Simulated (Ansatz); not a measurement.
The reference is C in the diamond structure (space group Fd-3m, No. 227; a = 3.560 Å). Axes: x, y, z lie along the cube axes.

Structures relaxed with Ansatz (a first-principles code), r2SCAN, PAW, cutoff 500 eV, without spin-orbit coupling.

Base:

Simulated powder pattern, Mo Kα, λ = 0.71073 Å (kinematic, ideal powder, no thermal factors, no anomalous dispersion; the 8 strongest lines at most, above 2 %, up to 2θ = 40°):

| 2θ (°) | I/Imax (%) | hkl |
|---|---|---|
| 19.91 | 100 | (111) |
| 32.80 | 44 | (220) |
| 38.66 | 25 | (311) |

The change: biaxial strain +2.00 %, plane normal [001], relaxed out of plane (Cartesian); in-plane vectors clamped, the third vector and the atoms free.

After the change:

Simulated powder pattern, Mo Kα, λ = 0.71073 Å (kinematic, ideal powder, no thermal factors, no anomalous dispersion; the 8 strongest lines at most, above 2 %, up to 2θ = 40°):

```json
[
 {"2θ (°)": "19.68", "I/Imax (%)": "100", "hkl": "(111)"},
 {"2θ (°)": "32.14", "I/Imax (%)": "15", "hkl": "(220)"},
 {"2θ (°)": "32.54", "I/Imax (%)": "29", "hkl": "(202)"},
 {"2θ (°)": "37.97", "I/Imax (%)": "17", "hkl": "(311)"},
 {"2θ (°)": "38.66", "I/Imax (%)": "7.9", "hkl": "(113)"}
]
```

The indices refer to the base's conventional cell; one index is shown for lines that coincide. The space group is now I4_1/amd (No. 141).

No phonon test of stability was made.
